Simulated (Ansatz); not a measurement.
```
CELL_PARAMETERS angstrom
     25.00000     0.00000     0.00000
      0.00000    25.00000     0.00000
      0.00000     0.00000     3.30146
ATOMIC_POSITIONS crystal
  P  0.79149 0.52675 0.00000
  P  0.77953 0.58684 0.50000
  P  0.68827 0.59114 0.50000
  P  0.65626 0.63906 0.00000
  P  0.68720 0.72502 0.00000
  P  0.63626 0.75906 0.50000
  P  0.56868 0.69758 0.50000
  P  0.51216 0.70882 0.00000
  P  0.47325 0.79149 0.00000
  P  0.41316 0.77953 0.50000
  P  0.40886 0.68827 0.50000
  P  0.36094 0.65626 0.00000
  P  0.27498 0.68720 0.00000
  P  0.24094 0.63626 0.50000
  P  0.30242 0.56868 0.50000
  P  0.29118 0.51216 0.00000
  P  0.20851 0.47325 0.00000
  P  0.22047 0.41316 0.50000
  P  0.31173 0.40886 0.50000
  P  0.34374 0.36094 0.00000
  P  0.31280 0.27498 0.00000
  P  0.36374 0.24094 0.50000
  P  0.43132 0.30242 0.50000
  P  0.48784 0.29118 0.00000
  P  0.52675 0.20851 0.00000
  P  0.58684 0.22047 0.50000
  P  0.59114 0.31173 0.50000
  P  0.63906 0.34374 0.00000
  P  0.72502 0.31280 0.00000
  P  0.75906 0.36374 0.50000
  P  0.69758 0.43132 0.50000
  P  0.70882 0.48784 0.00000
```

Computed with PBE (plane waves to 420 eV, PAW; Ansatz, a first-principles code). Mesh 1×1×10. No spin polarisation. One-dimensional cell, images about 11 Å apart. A hypothetical model, rolled from the flat sheet. Only distortions within the start's symmetry and period were free.

**Question.** Tabulate the two highest filled and two lowest empty levels along the axis, from the valence top.

**Answer.** 
```json
[
 {"k (2π/c)": "0.000", "v2 (eV)": "-0.73", "v1 (eV)": "-0.01", "c1 (eV)": "0.27", "c2 (eV)": "0.81"},
 {"k (2π/c)": "0.042", "v2 (eV)": "-0.73", "v1 (eV)": "0.00", "c1 (eV)": "0.29", "c2 (eV)": "0.89"},
 {"k (2π/c)": "0.083", "v2 (eV)": "-0.71", "v1 (eV)": "-0.01", "c1 (eV)": "0.34", "c2 (eV)": "0.98"},
 {"k (2π/c)": "0.125", "v2 (eV)": "-0.71", "v1 (eV)": "-0.06", "c1 (eV)": "0.43", "c2 (eV)": "0.99"},
 {"k (2π/c)": "0.167", "v2 (eV)": "-0.73", "v1 (eV)": "-0.15", "c1 (eV)": "0.56", "c2 (eV)": "0.95"},
 {"k (2π/c)": "0.208", "v2 (eV)": "-0.78", "v1 (eV)": "-0.30", "c1 (eV)": "0.71", "c2 (eV)": "0.86"},
 {"k (2π/c)": "0.250", "v2 (eV)": "-0.89", "v1 (eV)": "-0.51", "c1 (eV)": "0.73", "c2 (eV)": "0.79"},
 {"k (2π/c)": "0.292", "v2 (eV)": "-1.04", "v1 (eV)": "-0.77", "c1 (eV)": "0.64", "c2 (eV)": "0.77"},
 {"k (2π/c)": "0.333", "v2 (eV)": "-1.22", "v1 (eV)": "-1.07", "c1 (eV)": "0.64", "c2 (eV)": "0.68"},
 {"k (2π/c)": "0.375", "v2 (eV)": "-1.44", "v1 (eV)": "-1.41", "c1 (eV)": "0.48", "c2 (eV)": "0.48"},
 {"k (2π/c)": "0.417", "v2 (eV)": "-1.62", "v1 (eV)": "-1.62", "c1 (eV)": "0.35", "c2 (eV)": "0.35"},
 {"k (2π/c)": "0.458", "v2 (eV)": "-1.70", "v1 (eV)": "-1.70", "c1 (eV)": "0.35", "c2 (eV)": "0.35"},
 {"k (2π/c)": "0.500", "v2 (eV)": "-1.74", "v1 (eV)": "-1.74", "c1 (eV)": "0.35", "c2 (eV)": "0.35"}
]
```
